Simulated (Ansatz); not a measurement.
Consider MgS in the rock salt structure (space group Fm-3m, No. 225; a = 5.155 Å).

All numbers come from Kohn–Sham DFT with the PBE-D3(BJ) functional, run in Ansatz (a program for electronic structure) with PAW and 420 eV plane waves, spin-orbit coupling left out.

Carriers are added at fixed cell with a uniform background; the Fermi–Dirac width is that of 300 K.

One change was made to it. Results:

```csv
quantity,base,after
Fermi level relative to the doped band's edge (positive inside the band; to 0.05 eV),–,+0.45 eV
"valley order (the lowest conduction-band minima on the path, energy above the VBM, named in the base's zone)",X along ⟨100⟩ 2.85 eV; Γ 3.95 eV,X along ⟨100⟩ 2.85 eV; Γ 3.94 eV
```

Task: Which of these changes matches the shifts?
(A) electrons 5.0×10^21 cm⁻³
(B) electrons 1.0×10^22 cm⁻³
(C) electrons 1.0×10^21 cm⁻³
(D) holes 1.5×10^21 cm⁻³
(E) holes 1.0×10^21 cm⁻³

Result: C, electrons 1.0×10^21 cm⁻³. For comparison, the Fermi level from band edge in the other runs: electrons 1.0×10^22 cm⁻³ gives +1.50 eV; holes 1.0×10^21 cm⁻³ gives +0.10 eV; electrons 5.0×10^21 cm⁻³ gives +1.05 eV; holes 1.5×10^21 cm⁻³ gives +0.15 eV.

Carriers are added with a uniform compensating background; total energy and stress of such cells depend on the potential's zero and are not compared; many-body gap narrowing is missing at this level. The levels and masses belong to the bands next to the band gap. Whether these cells are dynamically stable was not tested. The base started in Pnma and relaxed to Fm-3m at this level.
